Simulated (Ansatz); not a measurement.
Take Ru in the hcp (Mg type) structure (space group P6_3/mmc, No. 194; a = 2.705 Å, c = 4.260 Å) as the base. Axes: x lies along a and z along c of the hexagonal cell.

All numbers come from r2SCAN (Ansatz, an electronic-structure program, PAW, no SOC).

Strains are applied to the cell and any free atomic positions relax; under biaxial strain the out-of-plane vector relaxes too; under stress the whole cell relaxes.

One change was made to it. Results:

| quantity | base | after |
|---|---|---|
| volume per atom | 13.49 Å³ | 13.81 Å³ |
| band gap | zero | zero |

Q: Which change produced these results?
A) biaxial strain +0.46 %, plane normal [001], relaxed out of plane
B) biaxial strain +1.60 %, plane normal [001], relaxed out of plane
C) uniaxial stress, 8 GPa compression along x
D) uniaxial strain ε_zz = −1.06 %
E) isotropic strain −2.65 %

A: B, biaxial strain +1.60 %, plane normal [001], relaxed out of plane. For comparison, the volume per atom in the other runs: isotropic strain −2.65 % gives 12.45 Å³; uniaxial strain ε_zz = −1.06 % gives 13.35 Å³; biaxial strain +0.46 %, plane normal [001], relaxed out of plane gives 13.59 Å³; uniaxial stress, 8 GPa compression along x gives 13.39 Å³.

Without a gap, meshes like the base's 20×20×11 leave anisotropic stresses uncertain by several tenths of a GPa, and small strain energies with them. Beyond what the load breaks, stability against distortions was not tested. All final runs are without spin polarisation.
